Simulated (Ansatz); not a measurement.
Functionals compared on the (111) surface of diamond, H on every top atom (bottom of the slab: 1 H on 1 bottom site), in Ansatz (plane waves, PAW). The structure was relaxed with PBE; the other rows are single points on it. Cutoff 420 eV (500 eV for r2SCAN). HSE06 used the coarser mesh 7x7x1.

Set-up: 10 atoms, 9.0 Å thick at the start with caps and adatoms (thin: gaps and levels are the slab's own); mesh 12x12x1; 0.025 eV smearing; dipole correction on; 2 atoms held, the rest relaxed; start symmetry kept, larger cells not searched; no spin, no spin-orbit, no U. These notes are the PBE run's.

```json
[
 {"functional": "PBE", "gap of the slab on its k-mesh (eV)": "2.72", "highest filled level below the top vacuum level (eV)": "3.63", "rough cost of the single point": "–"},
 {"functional": "r2SCAN", "gap of the slab on its k-mesh (eV)": "3.17", "highest filled level below the top vacuum level (eV)": "3.68", "rough cost of the single point": "around 12 core-seconds (rough)"}
]
```

Ansatz is a quantum-chemistry and plane-wave program.
